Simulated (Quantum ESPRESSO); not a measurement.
**Quick settings and what they miss: Cd3Hg (P6_3/mmc, 8 atoms in the cell)**

Self-consistent single point.

```
Cd3Hg
1.0
    6.39161     0.00000     0.00000
   -3.19581     5.53530     0.00000
    0.00000     0.00000     5.29513
Cd Hg
6 2
Direct
  0.33268   0.16634   0.75000
  0.66732   0.83366   0.25000
  0.16634   0.33268   0.25000
  0.83366   0.66732   0.75000
  0.83366   0.16634   0.75000
  0.16634   0.83366   0.25000
  0.66667   0.33333   0.25000
  0.33333   0.66667   0.75000
```

Method of the run: PBEsol, GBRV 1.5 ultrasoft (PBESOL) pseudopotentials (plane waves; Quantum ESPRESSO).

Base settings: ecutwfc = 40 Ry; ecutrho = 200 Ry; occupations = smearing; smearing = gaussian; degauss = 0.0073499 Ry; potentials = {Cd: cd_pbesol_v1.uspp.F.UPF, Hg: hg_pbesol_v1.uspp.F.UPF}; K_POINTS = automatic 5 5 5 0 0 0; conv_thr = 1e-10 Ry; mixing_beta = 0.5.

Tight run (finer mesh or higher cutoff; not a proven limit): ecutwfc: 40 Ry → 56 Ry; ecutrho: 200 Ry → 280 Ry; conv_thr: 1e-10 Ry → 7.3e-11 Ry; K_POINTS: automatic 5 5 5 0 0 0 → automatic 7 7 7 0 0 0. It gave Fermi level (on the code's own zero) 10.55 eV; pressure -5.54 GPa; largest force (vector length) 0.004 eV/Å.

Quick runs, as changes from the base:
- A: the base itself
- B: ecutwfc: 40 Ry → 32 Ry; ecutrho: 200 Ry → 160 Ry; K_POINTS: automatic 5 5 5 0 0 0 → automatic 2 2 2 1 1 1
- C: ecutwfc: 40 Ry → 32 Ry; ecutrho: 200 Ry → 160 Ry; K_POINTS: automatic 5 5 5 0 0 0 → automatic 6 6 6 0 0 0
- D: ecutwfc: 40 Ry → 20 Ry; ecutrho: 200 Ry → 100 Ry; K_POINTS: automatic 5 5 5 0 0 0 → automatic 2 2 2 0 0 0
- E: pseudopotentials: {Cd: cd_pbesol_v1.uspp.F.UPF, Hg: hg_pbesol_v1.uspp.F.UPF} → {Cd: cd_lda_v1.uspp.F.UPF, Hg: hg_lda_v1.uspp.F.UPF}; K_POINTS: automatic 5 5 5 0 0 0 → automatic 4 4 4 0 0 0 [LDA (PZ)]
- F: ecutwfc: 40 Ry → 24 Ry; ecutrho: 200 Ry → 120 Ry; degauss: 0.0073499 Ry → 0.036749 Ry; K_POINTS: automatic 5 5 5 0 0 0 → automatic 1 1 1 0 0 0

Energies are extrapolated to zero smearing width, which holds to low order in the width alone (under cold and Methfessel-Paxton smearing the free energy itself is taken).

Dashes: time of D, F, under 30 s; energy of E, another energy zero.

† marks runs with another functional, U, potentials or spin treatment: their distance from the tight run is not a convergence error alone.

The count of work is k-points × plane waves × bands × iterations; it is no time. Core times come from one kind of shared machine and are given to one figure; runs under 30 s give none.

The starting cell comes from a database of computed structures (which also holds hypothetical and non-ambient phases and stackings), without a prior relaxation at this level. Its lattice was rescaled by a random factor within 2.5 % of one. In the base run, with a pressure of about -5 GPa the cell is away from its equilibrium volume at this level.

| run | energy less tight (meV/atom) | pressure less tight (GPa) | largest miss in a force vector (eV/Å) | count of work / tight | core time / tight (rough) |
|---|---|---|---|---|---|
| A | 38.1 | 0.99 | 0.014 | 0.28 | 0.3 |
| B | 63.6 | 0.22 | 0.004 | 0.027 | 0.08 |
| C | 74.0 | 0.90 | 0.001 | 0.38 | 0.5 |
| D | 1530.8 | -71.05 | 0.011 | 0.025 | – |
| E† | – | -1.81 | 0.020 | 0.23 | 0.3 |
| F | 614.0 | -8.12 | 0.445 | 0.0095 | – |

Among the runs at the tight run's level, the energy misses run from 38.1 to 1530.8 meV/atom.
